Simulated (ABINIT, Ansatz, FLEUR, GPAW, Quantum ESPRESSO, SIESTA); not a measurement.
## MoIr3 (P6_3/mmc, 8 atoms in the cell) computed with different codes at matched settings

Self-consistent single point.

```xyz
8
Lattice="5.5090 0.0000 0.0000 -2.7545 4.7710 0.0000 0.0000 0.0000 4.3979" Properties=species:S:1:pos:R:3 pbc="T T T"
Mo     0.0000     3.1806     1.0995
Mo     2.7545     1.5903     3.2985
Ir     2.7545     3.1839     1.0995
Ir     0.0000     1.5871     3.2985
Ir    -1.3801     3.9774     3.2985
Ir     4.1346     0.7935     1.0995
Ir     1.3744     0.7935     1.0995
Ir     1.3801     3.9774     3.2985
```

All programs got the same cell, k-point mesh and kind of occupations (in Ansatz's words: kpoints.mp_grid.grid = 5 5 6; scf.occupations.method = fermi_dirac; scf.occupations.width = 0.136 eV); potentials, basis and cutoffs are each program's usual ones.

| code | model | pressure (GPa) | largest force (eV/Å) | k-points | cutoff |
|---|---|---|---|---|---|
| Quantum ESPRESSO | PBEsol, GBRV 1.5 ultrasoft (PBESOL) pseudopotentials | -6.59 | 0.034 | 20 | 40 Ry |
| Ansatz | PBEsol, PAW files made with PBE | -5.72 | 0.015 | 20 | default |
| FLEUR | PBEsol, all-electron FLAPW (FLEUR), scalar-relativistic valence | – | 0.015 | 20 | Kmax 4.2 1/bohr |
| SIESTA | GGA PBEsol, numerical atomic orbitals DZP, PseudoDojo PBEsol standard norm-conserving potentials (rewritten from UPF to PSML) | -5.15 | 0.117 | 78 | grid 350 Ry |
| ABINIT | PBEsol, PAW (JTH v2.0 PBE PAW, files made for PBE) | -4.93 | 0.018 | 20 | 20 Ha |
| GPAW | PBEsol, GPAW PAW datasets PBEsol (made by gpaw-setup) | -6.78 | 0.003 | 20 | 550 eV |

A dash marks a value that a program does not give, or that is left out as unsure.

The spread over the programs that give each value: pressure within 1.85 GPa; largest force within 0.114 eV/Å.

The starting cell comes from a database of computed structures (which also holds hypothetical and non-ambient phases and stackings), without a prior relaxation at this level. On Ansatz's run: Spin-orbit coupling is off. Spin polarisation is off. In the base run, with a pressure of about -6 GPa the cell is away from its equilibrium volume at this level.

### Question
Why do the programs differ, and what cannot be compared?

### Answer
Differences of this kind can come from the potentials, where these differ, and from what each basis and cutoff leave unconverged. The valence holds different numbers of electrons (Quantum ESPRESSO 118, Ansatz (a first-principles code) 130, FLEUR 118, SIESTA 130, ABINIT 118, GPAW 118). The zero of total energies and Fermi levels follows the potentials and each program's conventions, so they are not compared here. SIESTA uses small atom-centred bases, whose incompleteness enters pressures, forces and empty levels differently from a plane-wave cutoff. FLEUR treats all electrons, but the usual bases taken here (sphere radii, linearisation, local orbitals, empty states) were not tested for convergence, so the values are no reference for the others. Ansatz's pressure is given at a fixed set of plane waves, as the other plane-wave codes print theirs; with its correction for the finite basis it is -5.66 GPa. The programs reduce the same mesh by symmetry to different extents, which changes the work and not the result. In the pressure, SIESTA (by 1.00) and ABINIT (by 1.22) lie more than 1 GPa from the median of the plane-wave programs. In the force vectors, SIESTA (by 0.100) lies more than 0.08 eV/Å from the median of the plane-wave programs.

Keys are those of Ansatz 0.2.
